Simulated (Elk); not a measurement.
Band structure of LiBe (P2_1/m, 4 atoms in the cell).

```
LiBe
1.0
    2.29599     0.00000     0.00000
    0.00000     3.61277     0.00000
   -0.40174     0.00000     5.51352
Li Be
2 2
Direct
  0.73685   0.25000   0.15486
  0.26315   0.75000   0.84514
  0.75642   0.25000   0.57617
  0.24358   0.75000   0.42383
```

Method: PBEsol, all-electron FP-LAPW, Elk's shipped species files, APW+lo basis with extra local orbitals run with Elk 10.2.4.

Settings: xctype = 22; rgkmax = 7.5; stype = 0; swidth = 0.00999582 Ha; ngridk = 11 7 5; gmaxvr = 18 1/bohr; lmaxapw = 10; lmaxo = 8; nxlo = 2; lorbcnd = true; lradstp = 2; nrmtscf = 2; lmaxi = 4.

The starting cell comes from a database of computed structures (which also holds hypothetical and non-ambient phases and stackings), without a prior relaxation at this level. Values depend on the basis (sphere radii, cutoffs, local orbitals), which need not be converged.

Levels in eV from the Fermi level, bands 1 to 8:
```csv
point,1,2,3,4,5,6,7,8
Γ,-45.54,-45.49,-7.51,-3.01,-2.12,-0.72,4.39,5.70
Y,-45.54,-45.50,-7.42,-4.28,-0.51,1.01,2.33,3.42
H,-45.41,-45.40,-2.53,-2.07,0.39,1.17,5.86,6.47
C,-45.41,-45.40,-2.32,-2.27,0.64,0.85,6.09,6.26
E,-45.40,-45.40,-1.56,-1.56,1.96,1.96,2.92,2.92
M1,-45.40,-45.40,-1.59,-1.59,1.98,1.98,2.94,2.94
A,-45.40,-45.40,-1.77,-1.77,2.86,2.86,3.34,3.34
X,-45.41,-45.40,-2.40,-2.40,0.65,1.84,5.42,5.98
H1,-45.41,-45.40,-2.53,-2.07,0.39,1.17,5.86,6.47
```

Bands cross the Fermi level along this path, so the cell is metallic at this level.
